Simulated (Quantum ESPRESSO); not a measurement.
## Quick settings and what they miss: Be3Pd (I4/mmm, 4 atoms in the cell)

Self-consistent single point.

```
CELL_PARAMETERS angstrom
     -1.66313     1.66313     3.60785
      1.66313    -1.66313     3.60785
      1.66313     1.66313    -3.60785
ATOMIC_POSITIONS crystal
  Be 0.75000 0.25000 0.50000
  Be 0.25000 0.75000 0.50000
  Be 0.50000 0.50000 0.00000
  Pd 0.00000 0.00000 0.00000
```

Computed with PBEsol, PSlibrary PAW (PBE) pseudopotentials (plane waves; Quantum ESPRESSO).

Base settings: ecutwfc = 40 Ry; ecutrho = 480 Ry; occupations = smearing; smearing = cold; degauss = 0.019992 Ry; input_dft = pbesol; potentials = {Be: Be.pbe-n-kjpaw_psl.1.0.0.UPF, Pd: Pd.pbe-n-kjpaw_psl.1.0.0.UPF}; K_POINTS = automatic 18 18 18 0 0 0; conv_thr = 1e-09 Ry.

Tight run (finer mesh or higher cutoff; not a proven limit): ecutwfc: 40 Ry → 56 Ry; ecutrho: 480 Ry → 672 Ry; conv_thr: 1e-09 Ry → 7.3e-11 Ry; K_POINTS: automatic 18 18 18 0 0 0 → automatic 25 25 25 0 0 0. It gave Fermi level (on the code's own zero) 10.22 eV; pressure -4.28 GPa.

Quick runs, as changes from the base:
- A: the base itself
- B: ecutwfc: 40 Ry → 20 Ry; ecutrho: 480 Ry → 240 Ry; input_dft: pbesol → default; pseudopotentials: {Be: Be.pbe-n-kjpaw_psl.1.0.0.UPF, Pd: Pd.pbe-n-kjpaw_psl.1.0.0.UPF} → {Be: Be.pz-n-kjpaw_psl.1.0.0.UPF, Pd: Pd.pz-n-kjpaw_psl.1.0.0.UPF}; K_POINTS: automatic 18 18 18 0 0 0 → automatic 2 2 2 1 1 1 [LDA (PZ)]
- C: ecutwfc: 40 Ry → 32 Ry; ecutrho: 480 Ry → 384 Ry; smearing: cold → gauss; input_dft: pbesol → default; pseudopotentials: {Be: Be.pbe-n-kjpaw_psl.1.0.0.UPF, Pd: Pd.pbe-n-kjpaw_psl.1.0.0.UPF} → {Be: Be.pz-n-kjpaw_psl.1.0.0.UPF, Pd: Pd.pz-n-kjpaw_psl.1.0.0.UPF}; K_POINTS: automatic 18 18 18 0 0 0 → automatic 2 2 2 1 1 1 [LDA (PZ)]
- D: ecutwfc: 40 Ry → 20 Ry; ecutrho: 480 Ry → 240 Ry; smearing: cold → mp; input_dft: pbesol → default; pseudopotentials: {Be: Be.pbe-n-kjpaw_psl.1.0.0.UPF, Pd: Pd.pbe-n-kjpaw_psl.1.0.0.UPF} → {Be: Be.pz-n-kjpaw_psl.1.0.0.UPF, Pd: Pd.pz-n-kjpaw_psl.1.0.0.UPF}; K_POINTS: automatic 18 18 18 0 0 0 → automatic 8 8 8 0 0 0 [LDA (PZ)]
- E: ecutwfc: 40 Ry → 28 Ry; ecutrho: 480 Ry → 336 Ry; smearing: cold → gauss; degauss: 0.019992 Ry → 0.036749 Ry; K_POINTS: automatic 18 18 18 0 0 0 → automatic 4 4 4 1 1 1
- F: ecutwfc: 40 Ry → 20 Ry; ecutrho: 480 Ry → 240 Ry; K_POINTS: automatic 18 18 18 0 0 0 → automatic 4 4 4 0 0 0

Energies are extrapolated to zero smearing width, which holds to low order in the width alone (under cold and Methfessel-Paxton smearing the free energy itself is taken).

Dashes: energy of B, C, D, another energy zero.

† marks runs with another functional, U, potentials or spin treatment: their distance from the tight run is not a convergence error alone.

The count of work is k-points × plane waves × bands × iterations; it is no time. 

The starting cell comes from a database of computed structures (which also holds hypothetical and non-ambient phases and stackings), without a prior relaxation at this level. Its lattice was rescaled by a random factor within 2.5 % of one. Spin polarisation is off. In the base run, with a pressure of about -5 GPa the cell is away from its equilibrium volume at this level.

| run | energy less tight (meV/atom) | pressure less tight (GPa) | count of work / tight |
|---|---|---|---|
| A | 10.0 | -0.65 | 0.19 |
| B† | – | -93.19 | 0.00045 |
| C† | – | -3.32 | 0.0011 |
| D† | – | -93.19 | 0.0078 |
| E | 31.9 | -4.20 | 0.0026 |
| F | 1096.7 | -90.02 | 0.0025 |

Among the runs at the tight run's level, the energy misses run from 10.0 to 1096.7 meV/atom.
